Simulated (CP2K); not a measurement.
**A series of runs on MgCoF5 (P2_1/c, 28 atoms in the cell)**

```xyz
28
Lattice="5.0606 0.0000 0.0000 0.0000 9.3690 0.0000 -2.4504 0.0000 6.7471" Properties=species:S:1:pos:R:3 pbc="T T T"
Mg     2.0268     0.1168     1.7061
Mg     0.5834     9.2522     5.0410
Mg     1.8086     4.8013     1.6675
Mg     0.8016     4.5677     5.0796
Co    -0.4637     7.0591     2.6872
Co     3.0739     2.3099     4.0599
Co     4.2991     2.3746     0.6863
Co    -1.6889     6.9944     6.0608
F      0.9485     8.3200     2.8667
F      1.6618     1.0490     3.8804
F      2.8870     3.6355     0.5068
F     -0.2768     5.7336     6.2402
F      0.5500     5.6978     3.4474
F      2.0602     3.6713     3.2997
F      0.8350     1.0133     6.6733
F      1.7752     8.3558     0.0738
F      0.2600     3.7248     1.3252
F      2.3502     5.6442     5.4219
F      3.5754     8.4094     2.0483
F     -0.9652     0.9597     4.6987
F      0.6676     1.2629     1.0329
F      1.9426     8.1061     5.7142
F      3.1678     5.9475     2.3406
F     -0.5576     3.4216     4.4065
F      0.4756     6.3665     1.1280
F      2.1346     3.0025     5.6191
F      3.3598     1.6820     2.2456
F     -0.7496     7.6870     4.5015
```

Base run A: PBEsol, GPW, DZVP-MOLOPT-SR-GTH basis, GTH-PBE potentials (GTH_POTENTIALS) run with CP2K 2026.2, self-consistent single point.

Its settings: CUTOFF = 1000 Ry; REL_CUTOFF = 40 Ry; KPOINTS/SCHEME = MONKHORST-PACK 3 2 2; GAMMA_CENTERED = T; XC_FUNCTIONAL = PBE:PBESOL; Mg/BASIS_SET = DZVP-MOLOPT-SR-GTH; Mg/POTENTIAL = GTH-PBE-q10; Co/BASIS_SET = DZVP-MOLOPT-SR-GTH; Co/POTENTIAL = GTH-PBE-q17; F/BASIS_SET = DZVP-MOLOPT-SR-GTH; F/POTENTIAL = GTH-PBE-q7; METHOD = GPW; EPS_DEFAULT = 1e-10; NGRIDS = 5; SCF_GUESS = ATOMIC; EPS_SCF = 1e-07; MAX_SCF = 100; ADDED_MOS = 39; MIXING/METHOD = BROYDEN_MIXING; MIXING/ALPHA = 0.4.

The starting cell comes from a database of computed structures (which also holds hypothetical and non-ambient phases and stackings), without a prior relaxation at this level. Its lattice was rescaled by a random factor within 2.5 % of one. Spin polarisation is off, so a magnetic state, if there is one, cannot be reached. Values carry the incompleteness of an atom-centred basis. The potentials were made for another functional than the one used. In the base run, forces exceed 1 eV/Å.

Absolute energies have different zeros for different potentials, functionals, Hubbard and dispersion terms and are not compared across them.

```csv
run,change,pressure (GPa),largest force (eV/Å),gap on the mesh (eV)
A,base,-1.59,1.468,0.180
B,XC_FUNCTIONAL: PBE:PBESOL → PADE; Mg/POTENTIAL: GTH-PBE-q10 → GTH-PADE-q10; Co/POTENTIAL: GTH-PBE-q17 → GTH-PADE-q17; F/POTENTIAL: GTH-PBE-q7 → GTH-PADE-q7 [LDA (Pade form)],-7.63,1.528,0.093
C,XC_FUNCTIONAL: PBE:PBESOL → BLYP; Mg/POTENTIAL: GTH-PBE-q10 → GTH-BLYP-q10; Co/POTENTIAL: GTH-PBE-q17 → GTH-BLYP-q17; F/POTENTIAL: GTH-PBE-q7 → GTH-BLYP-q7 [BLYP],4.90,1.349,0.657
D,XC_FUNCTIONAL: PBE:PBESOL → GGA_X_WC + GGA_C_PBE [Wu-Cohen GGA],-1.36,1.441,0.262
```

Run C against A: The pressure goes from -1.59 to 4.90 GPa, the largest force goes from 1.468 to 1.349 eV/Å and the gap on the mesh goes from 0.180 to 0.657 eV.

Run D against A: The pressure goes from -1.59 to -1.36 GPa, the largest force goes from 1.468 to 1.441 eV/Å and the gap on the mesh goes from 0.180 to 0.262 eV.

Run B against A: The pressure goes from -1.59 to -7.63 GPa, the largest force goes from 1.468 to 1.528 eV/Å and the gap on the mesh goes from 0.180 to 0.093 eV.

Left out of this page: 3 runs of the series held back from this collection.
